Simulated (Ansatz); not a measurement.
Base system: TiO₂ in the rutile structure (space group P4_2/mnm, No. 136; a = 4.548 Å, c = 2.917 Å). Axes: x, y, z lie along a, b, c of the conventional cell.

Level of theory: LDA/PAW in Ansatz (an electronic-structure program), no spin-orbit coupling.

Strains are applied to the cell and any free atomic positions relax.

One change was made to it. Results:

The energy goes up by 2.4 meV/atom; the electron mass changes from 0.52 mₑ along c, 1.1 mₑ across (at Γ) to 0.50 mₑ along z, 1.0 mₑ across (at Γ); the valence-band top at Γ (three highest levels, from the VBM) is still 0.00, -0.47, -0.47 eV; the band gap grows by 0.02 eV (1.86 eV → 1.88 eV).

Problem. What was done to the base?
A. uniaxial strain ε_zz = −3.00 %
B. uniaxial strain ε_zz = −1.20 %
C. uniaxial strain ε_zz = −1.80 %
D. uniaxial strain ε_zz = −0.60 %

Solution. B, uniaxial strain ε_zz = −1.20 %. For comparison, the energy relative to the base in the other runs: uniaxial strain ε_zz = −0.60 % gives +0.6 meV/atom; uniaxial strain ε_zz = −1.80 % gives +5.6 meV/atom; uniaxial strain ε_zz = −3.00 % gives +16 meV/atom.

Effective masses come from finite differences of ±0.01 Å⁻¹. Stability against distortions was not tested. The final runs are not spin-polarised.
